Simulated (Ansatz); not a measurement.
An Ansatz (an electronic-structure program) run: Ba with a change (isotropic strain +0.50 %); PBE in Ansatz (plane waves to 420 eV, PAW, scalar-relativistic without spin-orbit coupling).

Input:

Ansatz 0.2 input:
```yaml
crystal:
  lattice:
    - [-2.5246241892, 2.5246241892, 2.5246241892]
    - [2.5246241892, -2.5246241892, 2.5246241892]
    - [2.5246241892, 2.5246241892, -2.5246241892]
  atoms:
    - { symbol: Ba, position: [0, 0, 0] }
basis: { ecutwfc: 420, ecutrho_ratio: 4, xc_grid: 2, fft_grid_basis: typed }
kpoints: { mp_grid: { grid: [19, 19, 19] } }
hamiltonian:
  xc: pbe
  dispersion: none
  pseudopotentials: { kind: paw }
scf: { occupations: { method: fermi_dirac, width: 0.1 }, convergence: { dr2_threshold: 0.0000000001 } }
relax: { f_tol: 0.005, max_steps: 50 }
output: { forces: true, stress: true }
checkpoint: { write: state.ck, write_every: 1000 }
```

Output:

```
Relaxation: its limit of steps is 50 (relax.max_steps)
WARN ansatz: RAYON_NUM_THREADS=1 ignored (pool sized by the plan → 1); use --threads N
Pseudopotentials: kind: paw
Pseudopotential: Ba, paw, valence charge 10
Functional definition: PBE
Crystal: 1 atoms, lattice volume = 64.365 Å³
Basis set: ecut = 420 eV, 1253 PW (Γ), exchange–correlation on 60×60×60 points (8 copies of the dense FFT grid, shifted against one another)
Bands: 9, of which v1, the nominal top of the filled ones, is band 5 counted from 1 (4 counted from 0)
Symmetry: 48 space group operations
Space group: Im-3m (ITA 229), of the structure as read, at distance tolerance 4.0e-5 Å
k-points: 220 of 6859
Initial density: superposition of atomic densities (neutral atoms: chi_scale 0, normalization atom), corrected by the library's trained network
Initial wavefunctions: pseudopotential atomic-orbital guess
Eigensolver: davidson
Functional: x = pbe(κ = 0.804, μ = 0.2195149727645171), c = pbe(β = 0.06672455060314922)
SCF iter   1: F=—  HF=-5949.561102 eV  |F-HF|=—  |Δ(HF+E_count)|=         —  Δρ=9.19e-4  dr2=8.22e-4  ethr=1.77e-3  ⟨swp⟩=7.7  Hψ=19698  notcnv=0
all-band conjugate gradients solve this SCF's bands
preconditioner: auto → Kerker (q_TF=auto, 2.000 Å⁻¹)
SCF iter   2: F=—  HF=-5949.561115 eV  |F-HF|=—  |Δ(HF+E_count)|=   1.32e-5  Δρ=6.42e-4  dr2=4.03e-4  ethr=8.22e-6  ⟨swp⟩=2.2  Hψ=4483  notcnv=0
SCF iter   3: F=—  HF=-5949.561128 eV  |F-HF|=—  |Δ(HF+E_count)|=   1.29e-5  Δρ=1.02e-4  dr2=8.29e-6  ethr=4.03e-6  ⟨swp⟩=2.9  Hψ=3077  notcnv=0
SCF iter   4: F=—  HF=-5949.561129 eV  |F-HF|=—  |Δ(HF+E_count)|=   1.30e-6  Δρ=4.16e-5  dr2=6.04e-7  ethr=8.29e-8  ⟨swp⟩=2.7  Hψ=3255  notcnv=0
SCF iter   5: F=—  HF=-5949.561130 eV  |F-HF|=—  |Δ(HF+E_count)|=   5.28e-7  Δρ=5.61e-6  dr2=2.02e-8  ethr=6.04e-9  ⟨swp⟩=2.0  Hψ=2833  notcnv=0
SCF iter   6: F=—  HF=-5949.561130 eV  |F-HF|=—  |Δ(HF+E_count)|=   1.83e-8  Δρ=1.23e-6  dr2=1.18e-9  ethr=2.02e-10  ⟨swp⟩=2.2  Hψ=2654  notcnv=0
SCF iter   7: F=-5949.561130 eV  HF=-5949.561130 eV  |F-HF|=4.82e-11  |Δ(HF+E_count)|=   1.31e-9  Δρ=3.69e-7  dr2=6.53e-11  ethr=1.00e-12  ⟨swp⟩=5.0  Hψ=7394  notcnv=0
SCF 1 converged in 7 iterations: F = -5949.561130 eV  dr2 = 6.53e-11
relax step   1: F+E_penalty+E_count = -5949.56112970 eV  Δ(F+E_penalty+E_count) = +0.000e0 eV  max|allowed force component| = 0.000e0 eV/Å  Δτ_max = 0.0000 Å  (7 SCF iters, accepted)
SCF converged after 7 iterations
Free energy (F): -5949.561130 eV
Harris-Foulkes:  -5949.561130 eV  (|F-HF|=4.82e-11)
Internal energy: -5949.515871 eV  (E = F + TS)
E sigma→0 (E₀):  -5949.538500 eV
Entropy (-TS):   -0.045258 eV (-45.258 meV/atom)
Fermi energy:    5.688043 eV
--- Per-component energies (eV) ---
  E_band       = -86.753672
  E_kinetic    = 166.256127
  E_local      = -382.487393  (includes V_loc(G=0)·N_el)
  E_nonlocal   = 57.063274
  E_hartree    = 120.811207
  E_xc         = -166.420324
  E_vxc        = -133.451815  (∫ρ·V_xc dr)
  E_paw        = -5225.813294  (= ΣΔE_a)
  E_vpaw       = -35.756338  (= ΣTr[D̂ρ^β])
  E_aug_tail   = -0.000002  (compensation charges beyond the density's cutoff)
  E_ewald      = -518.925467
  E_smearing   = -0.045258  (= −TS)
  E_closure    = 0.000000  (closes the sum)
  Σ components = -5949.561130   (vs F -5949.561130, Δ=0.00e0)
  [band-id]    e_kinetic+e_local+e_nonlocal+2·e_hartree+e_vxc+e_vpaw+e_augmentation_tail = -86.753733   (vs E_band -86.753672, Δ=-6.06e-5)
--- Forces (eV/Å), atoms counted from 1 ---
  atom   1  Ba     0.00000000    -0.00000000    -0.00000000
  max |Σ_I F_I| component: 5.18e-31 eV/Å
--- Stress (GPa, compression-positive) ---
       -0.125946       0.000000       0.000000
        0.000000      -0.125946       0.000000
       -0.000000      -0.000000      -0.125946
  P = ⅓ Tr σ = -0.1259 GPa (-1.259 kbar)
  The stress holds the Pulay correction. Without it, at fixed plane waves, as pw.x and ABINIT print it: P = -0.1273 GPa
  The stress includes an estimate of the error left by incomplete SCF convergence (largest component 0.0000 GPa).
--- Band table ---
  band table: none
--- Relaxed structure (1 steps of the walk, 1 accepted, 0 SCFs on fresh bases) ---
  F+E_penalty+E_count = -5949.56112970 eV   max|allowed force component| = 0.000e0 eV/Å
  atoms:
    - { symbol: Ba, position: [0.0, 0.0, 0.0] }
```

Stability against distortions was not tested. The cell was made from Ba in the bcc (W type) structure (space group Im-3m, No. 229) by this change: isotropic strain +0.50 %.
